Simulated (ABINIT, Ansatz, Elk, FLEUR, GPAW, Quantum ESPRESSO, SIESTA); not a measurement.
## One structure in several programs: PbTe (Fm-3m, 2 atoms in the cell)

Self-consistent single point.

```xyz
2
Lattice="0.0000 3.1887 3.1887 3.1887 0.0000 3.1887 3.1887 3.1887 0.0000" Properties=species:S:1:pos:R:3 pbc="T T T"
Te     3.1887     3.1887     3.1887
Pb     0.0000     0.0000     0.0000
```

Shared settings, as Ansatz (a quantum-chemistry and plane-wave program) writes them: kpoints.mp_grid.grid = 6 6 6; scf.occupations.method = fermi_dirac; scf.occupations.width = 0.01 eV. Potentials and cutoffs stand in the table.

```csv
code,model,pressure (GPa),gap on the mesh (eV),cutoff
GPAW,"PBE, GPAW PAW datasets PBE (gpaw-data 1.0.1)",3.87,0.600,550 eV
ABINIT,"PBE, PAW (JTH v2.0 PBE PAW)",3.98,0.617,20 Ha
SIESTA,"GGA PBE, numerical atomic orbitals DZP, PseudoDojo PBE standard norm-conserving potentials (rewritten from UPF to PSML)",4.91,0.744,grid 300 Ry
Quantum ESPRESSO,"PBE, PSlibrary ultrasoft (PBE) pseudopotentials",3.70,0.635,55 Ry
Elk,"PBE, all-electron FP-LAPW, Elk's shipped species files, APW+lo basis with extra local orbitals",–,0.635,rgkmax 7.5
FLEUR,"PBE, all-electron FLAPW (FLEUR), scalar-relativistic valence",–,0.650,Kmax 3.8 1/bohr
Ansatz,"PBE, PAW files",4.20,0.647,default
```

A dash marks a value that a program does not give, or that is left out as unsure.

Gaps are read on the mesh.

On Ansatz's run: spin-orbit coupling is off.

The spread over the programs that give each value: pressure within 1.21 GPa; gap on the mesh within 0.144 eV.

SIESTA uses small atom-centred bases, whose incompleteness enters pressures, forces and empty levels differently from a plane-wave cutoff. Elk and FLEUR treat all electrons, but the usual bases taken here (sphere radii, linearisation, local orbitals, empty states) were not tested for convergence, so the values are no reference for the others. Ansatz's pressure is given at a fixed set of plane waves, as the other plane-wave codes print theirs.

On the base mesh (5 5 5) the same programs gave: Ansatz pressure 4.18 GPa; Quantum ESPRESSO pressure 3.68 GPa; ABINIT pressure 3.95 GPa; GPAW pressure 3.84 GPa; SIESTA pressure 4.91 GPa.

The starting cell has typed, rounded lattice constants, without a prior relaxation at this level. Its lattice was rescaled by a random factor within 2.5 % of one.

Left out of this page: CP2K (on another mesh).

Keys are those of Ansatz 0.2.
